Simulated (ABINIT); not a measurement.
Input and output of a self-consistent single point for SrMg6W (Amm2, 8 atoms in the cell) (ABINIT)

Computed with PBEsol, PAW (JTH v2.0 PBE PAW, files made for PBE) (plane waves; ABINIT).

Input:

```
# SrMg6W, JTH v2.0 PBE PAW
pp_dirpath "./"
pseudos "Sr.GGA_PBE-JTH.xml, Mg.GGA_PBE-JTH.xml, W.GGA_PBE-JTH.xml"
acell 5.0783650000 6.4521575548 6.4521575548 Angstrom
rprim
         1.0000000000    0.0000000000    0.0000000000
         0.0000000000    0.4965641296    0.8680000376
         0.0000000000   -0.4965641296    0.8680000376
natom 8
ntypat 3
znucl 38 12 74
typat 1 2 2 2 2 2 2 3
xcart
         0.0000000000   -0.0000000000    9.2996974260
         0.0000000000   -1.4644431828    6.5745072642
         0.0000000000    1.4644431828    6.5745072642
         0.0000000000   -0.0000000000    3.7243145450
         2.5391825000   -1.5074396550    4.7419204891
         2.5391825000    1.5074396550    4.7419204891
         2.5391825000   -0.0000000000    1.8358350494
         2.5391825000   -0.0000000000    7.3111934826
      Angstrom
ecut 40 Ry
pawecutdg 80 Ry
pawxcdev 0
ixc -116133
nsppol 2
spinat
      0 0 0
      0 0 0
      0 0 0
      0 0 0
      0 0 0
      0 0 0
      0 0 0
      0 0 1
occopt 3
tsmear 0.00367493
nband 54
kptopt 1
ngkpt 4 3 3
nshiftk 1
shiftk 0 0 0
nstep 100
tolvrs 1.0e-12
prtwf 0
prtden 0
enunit 2
```

The program printed (abridged):

```
 Symmetries : space group Am m 2 (# 38); Bravais oC (1-face-center ortho.)

 -outvars: echo values of preprocessed input variables --------
            acell      9.5967190528E+00  1.2192810745E+01  1.2192810745E+01 Bohr
             ecut      2.00000000E+01 Hartree
           enunit           2
              ixc     -116133
         kptrlatt        4    0    0      0    3    0      0    0    3
          kptrlen      3.63270747E+01
            natom           8
            nband          54
            ngfft          40      50      50
          ngfftdg          60      72      72
             nkpt          12
           nspden           2
           nsppol           2
            nstep         100
             nsym           4
           ntypat           3
           occopt           3
        pawecutdg      4.00000000E+01 Hartree
         pawxcdev           0
            rprim      1.0000000000E+00  0.0000000000E+00  0.0000000000E+00
                       0.0000000000E+00  4.9656412960E-01  8.6800003760E-01
                       0.0000000000E+00 -4.9656412960E-01  8.6800003760E-01
          spgroup          38
           spinat      0.0000000000E+00  0.0000000000E+00  0.0000000000E+00
                       0.0000000000E+00  0.0000000000E+00  0.0000000000E+00
                       0.0000000000E+00  0.0000000000E+00  0.0000000000E+00
                       0.0000000000E+00  0.0000000000E+00  0.0000000000E+00
                       0.0000000000E+00  0.0000000000E+00  0.0000000000E+00
                       0.0000000000E+00  0.0000000000E+00  0.0000000000E+00
                       0.0000000000E+00  0.0000000000E+00  0.0000000000E+00
                       0.0000000000E+00  0.0000000000E+00  1.0000000000E+00
           tolvrs      1.00000000E-12
           tsmear      3.67493000E-03 Hartree
            typat      1  2  2  2  2  2  2  3
           useylm           1
   [... lines left out ...]
                       5.0000000000E-01  1.6390000000E-01  1.6390000000E-01
                       5.0000000000E-01  6.5272999998E-01  6.5272999998E-01
            znucl       38.00000   12.00000   74.00000

== DATASET  1 ==================================================================

 Real(R)+Recip(G) space primitive vectors, cartesian coordinates (Bohr,Bohr^-1):
 R(1)=  9.5967191  0.0000000  0.0000000  G(1)=  0.1042023  0.0000000  0.0000000
 R(2)=  0.0000000  6.0545125 10.5833602  G(2)=  0.0000000  0.0825830  0.0472440
 R(3)=  0.0000000 -6.0545125 10.5833602  G(3)=  0.0000000 -0.0825830  0.0472440
 Unit cell volume ucvol=  1.2298596E+03 bohr^3
 Angles (23,13,12)=  5.95458876E+01  9.00000000E+01  9.00000000E+01 degrees

 Coarse grid specifications (used for wave-functions):

 getcut: wavevector=  0.0000  0.0000  0.0000  ngfft=  40  50  50
         ecut(hartree)=     20.000   => boxcut(ratio)=   2.03721

 Fine grid specifications (used for densities):

 getcut: wavevector=  0.0000  0.0000  0.0000  ngfft=  60  72  72
         ecut(hartree)=     40.000   => boxcut(ratio)=   2.07418

   1.17592910E+04                                ecore*ucvol(ha*bohr**3)

_setup2: Arith. and geom. avg. npw (full set) are    5254.639    5254.626
--- !BeginCycle
solver: {iscf: 17, nstep: 100, nline: 4, wfoptalg: 10, }
tolerances: {tolvrs: 1.00E-12, }
...

     iter   Etot(hartree)     deltaE(h) residm    nres2    magn
 ETOT  1  -475.94077080729    -4.76E+02 3.08E+00 1.38E+01 0.220
 ETOT  2  -480.69134203734    -4.75E+00 4.02E-02 3.27E+01 0.171
 ETOT  3  -480.63991959264     5.14E-02 1.23E-02 3.38E+00 0.249
 ETOT  4  -480.64129324090    -1.37E-03 3.84E-03 7.62E+00 0.295
 ETOT  5  -480.62773068999     1.36E-02 3.62E-03 1.17E-01 0.421
 ETOT  6  -480.62809444117    -3.64E-04 1.40E-03 2.18E-02 0.455
   [... 21 lines left out ...]
 ETOT 28  -480.62823078694    -3.24E-12 1.30E-05 2.93E-11 0.419
 ETOT 29  -480.62823078695    -3.75E-12 8.45E-06 1.06E-11 0.419
 ETOT 30  -480.62823078695    -3.47E-12 1.05E-05 2.67E-12 0.419
 ETOT 31  -480.62823078695     4.43E-12 6.78E-06 1.50E-12 0.419
 ETOT 32  -480.62823078694     5.74E-12 8.35E-06 5.19E-13 0.419
 At SCF step   32       nres2   =  5.19E-13 < tolvrs=  1.00E-12 =>converged.

 Cartesian components of stress tensor (hartree/bohr^3)
  sigma(1 1)=  3.06345673E-06  sigma(3 2)=  0.00000000E+00
  sigma(2 2)=  1.41236752E-06  sigma(3 1)=  0.00000000E+00
  sigma(3 3)=  1.77310379E-05  sigma(2 1)=  0.00000000E+00

 Integrated electronic and magnetization densities in atomic spheres:
 Radius=ratsph(iatom), smearing ratsm=  0.0000. Diff(up-dn)=approximate z local magnetic moment.
 Atom    Radius    up_density   dn_density  Total(up+dn)  Diff(up-dn)
    1   2.20670     3.690316     3.678181      7.368497     0.012135
    2   1.90158     4.120200     4.120409      8.240610    -0.000209
    3   1.90158     4.120200     4.120409      8.240610    -0.000209
    4   1.90158     4.120215     4.117582      8.237797     0.002633
    5   1.90158     4.115873     4.118262      8.234135    -0.002389
    6   1.90158     4.115873     4.118262      8.234135    -0.002389
    7   1.90158     4.101627     4.102859      8.204486    -0.001232
    8   2.41189     5.873850     5.585721     11.459571     0.288129
  Sum:             34.258154    33.961685     68.219839     0.296469
 Total magnetization (from the atomic spheres):             0.296469
 Total magnetization (exact up - dn):                       0.418624

 ----iterations are completed or convergence reached----

 reduced coordinates (array xred) for    8 atoms
       0.000000000000      0.830259999979      0.830259999979
       0.000000000000      0.358420000003      0.815499999969
       0.000000000000      0.815499999969      0.358420000003
       0.000000000000      0.332499999990      0.332499999990
       0.500000000000      0.188100000005      0.658599999970
       0.500000000000      0.658599999970      0.188100000005
       0.500000000000      0.163899999995      0.163899999995
       0.500000000000      0.652729999982      0.652729999982
 cartesian forces (eV/Angstrom) at end:
    1     -0.00000000000000     0.00000000000000    -0.06499388821435
    2     -0.00000000000000     0.05169656555093     0.04239921800159
   [... lines left out ...]
 Fermi (or HOMO) energy (hartree) =   0.18351   Average Vxc (hartree)=  -0.33429
 Fermi (or HOMO) energy (eV) =   4.99351   Average Vxc (eV)=  -9.09658
   [... lines left out ...]
 -37.57159  -37.56626  -37.38468  -37.37745  -37.30062  -37.25989  -37.25621  -37.25459
 -37.24271  -37.17954  -37.17424  -37.12548  -37.12305  -37.11533  -37.09020  -37.04566
 -37.04298  -32.77257  -32.75751  -32.67259  -29.85734  -12.11847  -12.08774  -11.98982
  -1.67901    2.22220    2.47899    2.57222    2.90269    3.54000    3.75080    3.87326
   4.32510    4.43531    5.04515    5.72573    5.83966    6.50913    6.56628    7.18720
   7.85122    8.27912    8.34015    8.71921    8.90855   10.01762
 prteigrs : prtvol=0 or 1, do not print more k-points.

--- !EnergyTerms
comment             : Components of total free energy in Hartree
kinetic             :  3.71552839857293E+01
hartree             :  1.11149765246150E+02
xc                  : -2.14142474794149E+01
Ewald energy        : -2.37682118284909E+02
psp_core            :  9.56149074522429E+00
local_psp           : -3.32147809796144E+02
spherical_terms     : -4.72435465003657E+01
internal            : -4.80621182083730E+02
'-kT*entropy'       : -7.04878365511603E-03
total_energy        : -4.80628230867385E+02
total_energy_eV     : -1.30785592840851E+04
...

-Cartesian components of stress tensor (GPa)         [Pressure= -2.1778E-01 GPa]
- sigma(1 1)=  9.01299935E-02  sigma(3 2)=  0.00000000E+00
- sigma(2 2)=  4.15532800E-02  sigma(3 1)=  0.00000000E+00
- sigma(3 3)=  5.21665057E-01  sigma(2 1)=  0.00000000E+00

 Calculation completed.
```

The run converged in 32 iterations.

The starting cell comes from a database of computed structures (which also holds hypothetical and non-ambient phases and stackings), without a prior relaxation at this level. Its lattice was rescaled by a random factor within 2.5 % of one. The magnetic order is the one reached from the typed start; others were not searched systematically. The potentials were made for another functional than the one used.

Cost on one core of a shared machine: roughly 30 min.
